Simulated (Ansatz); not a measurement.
Start from GaN in the rock salt structure (space group Fm-3m, No. 225; a = 4.219 Å).

Levels (all Ansatz, a first-principles code, PAW): PBEsol (420 eV, no spin-orbit coupling); HSE06 (420 eV, no spin-orbit coupling).

Its gap is 0.54 eV with PBEsol and 1.89 eV with HSE06.

Perturbation: hydrostatic tension (pressure −2 GPa).

With PBEsol the gap becomes 0.49 eV.

**Question.** If the HSE06 correction stayed the same, what would the HSE06 gap be, and what does the HSE06 run give?

**Answer.** A rigid correction of +1.35 eV gives 1.84 eV. The HSE06 run gives 1.82 eV, so the two effects roughly add.

Single points use the geometry relaxed with PBEsol. HSE06 gaps are upper bounds (no full band path). Load acts through the strain it causes; cell and atoms are relaxed under it. Whether these cells are dynamically stable was not tested. This is not the structure that GaN has at room temperature and ambient pressure.
